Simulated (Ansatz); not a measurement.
The reference is MgH2 in the rutile structure (space group P4_2/mnm, No. 136; a = 4.476 Å, c = 3.008 Å).

Level of theory: DFT with PBEsol, PAW potentials and a 420 eV plane-wave cutoff in Ansatz (a quantum-chemistry and plane-wave program), no spin-orbit coupling.

Base values:

| Property | Value |
|---|---|
| Volume per atom | 10.04 Å³ |
| c/a ratio | 0.672 |

Now apply this change: cell and atoms relaxed at a pressure of 15 GPa.

Q: Predict the new volume per atom and c/a ratio.

A: The volume per atom falls by 1.897 Å³ (10.04 Å³ → 8.15 Å³); the c/a ratio rises by 0.033 (0.672 → 0.705).

Load acts through the strain it causes; cell and atoms are relaxed under it. Stability against distortions was not tested. No other phases were tried under pressure.
